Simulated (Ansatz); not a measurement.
System: fluorite CoSi2. Method: r²SCAN-D4 (PAW; Ansatz, a first-principles code).

Settings: plane-wave cutoff 560 eV, 18×18×18 k mesh, Fermi–Dirac smearing 0.05 eV, no spin polarisation, scalar-relativistic PAW data made under PBE.

Pressure at four volumes; x = ln(V/12.397 Å³). One pressure is withheld.

| V (Å³/atom) | x | P (GPa) |
|---|---|---|
| 11.653 | -0.0619 | 14.33 |
| 12.397 | 0.0000 | 0.00 |
| 12.893 | 0.0392 | -7.25 |
| 13.141 | 0.0583 | ? |

Task: Pass a parabola P(x) through the three rows shown, estimate the bulk modulus and its pressure derivative near zero pressure, and predict the withheld pressure.

Result: Slopes between the rows: (0.00 − (14.33))/(0.0000 − (-0.0619)) = -231.50 and (-7.25 − (0.00))/(0.0392 − (0.0000)) = -184.95 GPa. Their difference over the span 0.1011 is c = 46.55/0.1011 = 460.4 GPa, so P(x) = 14.33 + (-231.50)(x − (-0.0619)) + 460.4 (x − (-0.0619))(x − (0.0000)). At the middle row B = −dP/dx = −[-231.50 + 460.4 × 0.0619] = 203.0 GPa, and B′ = dB/dP = 2c/B = 4.5. At x = 0.0583 the parabola gives -10.27 GPa; the run gives -10.31 GPa. The Birch–Murnaghan fit to the energies at all volumes has B0 = 202 GPa and B′ = 4.5.
